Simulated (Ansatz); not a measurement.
All values below come from PBE (plane waves to 420 eV, PAW; Ansatz, a first-principles code).

Host crystal: corundum, with a band gap (PBE, scalar-relativistic without spin-orbit coupling).

Plane-averaged electrostatic potential energy along the normal, in eV from the highest filled level, for NH3 on the 1x1 (0001) surface of corundum (cut with top plane Al), one in a 1x1 cell, started at the site 'hollow Al-O-O-O over O at depth 2.3 Å #2':

| z (Å) | V (eV) |
|---|---|
| 6.02 | 6.57 |
| 6.30 | 6.57 |
| 6.59 | 6.57 |
| 6.88 | 6.57 |
| 7.16 | 6.57 |
| 7.45 | 6.57 |
| 7.73 | 6.57 |
| 8.02 | 6.56 |
| 8.31 | 6.54 |
| 8.59 | 6.49 |
| 8.88 | 6.36 |
| 9.17 | 6.05 |
| 9.45 | 5.21 |
| 9.74 | 3.28 |
| 10.03 | -1.82 |
| 10.31 | -6.75 |
| 10.60 | -8.94 |
| 10.89 | -7.48 |
| 11.17 | -3.75 |
| 11.46 | -2.49 |
| 11.74 | -1.88 |
| 12.03 | -2.17 |
| 12.32 | -4.75 |
| 12.60 | -6.29 |
| 12.89 | -5.36 |
| 13.18 | -2.42 |
| 13.46 | -1.02 |
| 13.75 | -1.19 |
| 14.04 | -1.07 |
| 14.32 | -2.59 |
| 14.61 | -5.56 |
| 14.90 | -6.47 |
| 15.18 | -4.90 |
| 15.47 | -2.17 |
| 15.76 | -1.69 |
| 16.04 | -2.03 |
| 16.33 | -2.85 |
| 16.61 | -6.28 |
| 16.90 | -8.47 |
| 17.19 | -6.91 |
| 17.47 | -2.56 |
| 17.76 | 1.57 |
| 18.05 | 2.80 |
| 18.33 | 3.29 |
| 18.62 | 2.02 |
| 18.91 | 0.11 |
| 19.19 | -0.81 |
| 19.48 | -1.01 |
| 19.77 | -0.83 |
| 20.05 | 0.85 |
| 20.34 | 2.08 |
| 20.62 | 2.43 |
| 20.91 | 2.56 |
| 21.20 | 2.62 |
| 21.48 | 2.64 |
| 21.77 | 2.65 |
| 22.06 | 2.66 |
| 22.34 | 2.66 |
| 22.63 | 2.66 |
| 22.92 | 2.66 |
| 23.20 | 2.66 |
| 23.49 | 2.66 |
| 23.78 | 2.66 |
| 24.06 | 2.66 |

Set-up: 24 atoms, 6.7 Å thick at the start under the adsorbate (thin: gaps and levels are the slab's own); mesh 6x6x1; 0.01 eV smearing; dipole correction on; 9 atoms held, the rest relaxed; no symmetry held; no spin, no spin-orbit, no U, no dispersion correction. At the end it is bonded to Al. In PBE it is, or lies within 0.03 eV of, the lowest of the starts that converged.

**Question.** The surface cell has an area of 20.03 Å². What dipole along the normal does the step between the two vacuum levels imply?

**Answer.** the top vacuum level lies 3.91 eV below the bottom one; p = −ε₀ A ΔV (ε₀ = 0.005526 e/(V·Å)) gives 0.43 e·Å a cell.
